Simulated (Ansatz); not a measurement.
The starting structures come from a database of crystals and need not be the phases stable at ambient conditions.

 Where the default PAW files enter, the runs use the earlier of Ansatz's two default sets.

The decay constant κ of evanescent states in the gap governs leakage through a thin film.

Data:

```xyz
3
Lattice="3.8380 0.0000 0.0000 0.0000 6.8982 0.0000 1.9190 3.4491 1.9190" Properties=species:S:1:pos:R:3 pbc="T T T"
Ba     0.0000     0.0000     0.0000
O      0.0000     4.1965     0.0000
O      0.0000     2.7017     0.0000
```

Space group of this cell: I4/mmm. The cell is taken as given; by PBEsol its mean pressure is -4.3 GPa.

Transport runs along the normal of the first two printed cell vectors, the (100) plane of the conventional cell.

The gap is the functional's own. No spin-orbit coupling. Mid-gap values are interpolated on the energy grid.

Q: Give the band gap and the smallest decay constant κ at mid-gap that Ansatz (a first-principles code) with PBEsol yields.

A: Gap 2.16 eV on a 16×16×16 mesh; κ = 0.341 1/Å, at the zone centre.
